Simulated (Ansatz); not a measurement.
Take HfN in the rock salt structure (space group Fm-3m, No. 225; a = 4.548 Å) as the base.

(Cell as relaxed with PBE.)

Levels (all Ansatz, a first-principles code, PAW): PBE (420 eV, no spin-orbit coupling); PBEsol (420 eV, without spin-orbit coupling).

Each level relaxes its own structure.

```csv
quantity,PBE,PBEsol
volume per atom,11.76 Å³,[?]
lattice parameter a,4.548 Å,[?]
band gap,zero,[?]
```

Q: Predict the PBEsol column.

A: 
- volume per atom, PBEsol: 11.40 Å³
- lattice parameter a, PBEsol: 4.502 Å
- band gap, PBEsol: zero

PBE's volume per atom lies 0.36 Å³ above PBEsol's (3.1 %); PBE's lattice parameter a lies 0.046 Å above PBEsol's (1.0 %); the two agree on the band gap. Neither level is exact; PBEsol is the comparison here, not a measurement.

No phonon test of stability was made. All final runs are without spin polarisation. An odd electron count without spin: HfN.
